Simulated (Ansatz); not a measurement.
# KCl in the rock salt structure (space group Fm-3m, No. 225)

```cif
data_ClK
_chemical_formula_sum 'Cl1 K1'
_space_group_name_H-M_alt 'P 1'
_space_group_IT_number 1
_cell_length_a 4.44934
_cell_length_b 4.44934
_cell_length_c 4.44934
_cell_angle_alpha 60.000
_cell_angle_beta 60.000
_cell_angle_gamma 60.000
loop_
_space_group_symop_operation_xyz
  'x, y, z'
loop_
_atom_site_label
_atom_site_type_symbol
_atom_site_fract_x
_atom_site_fract_y
_atom_site_fract_z
_atom_site_occupancy
Cl1 Cl 0.00000 0.00000 0.00000 1
K1 K 0.50000 0.50000 0.50000 1
```

All numbers come from r2SCAN (Ansatz, a first-principles code), no spin-orbit coupling. k-mesh 9×9×9 (Γ-centred); smearing 0.05 eV (Fermi–Dirac).

```yaml
volume_per_atom: 31.14 Å³
density: 1.99 g/cm³
band_gap: 5.83 eV, direct at Γ
electron_mass: 0.45 mₑ
Lowest conduction-band minima above the VBM: Γ 5.83 eV; X along ⟨100⟩ 7.02 eV
total_energy: -1315.237 eV/atom (σ→0; compares only within this code and set-up)
```

Effective masses come from finite differences of ±0.01 Å⁻¹. No phonon test of stability was made.
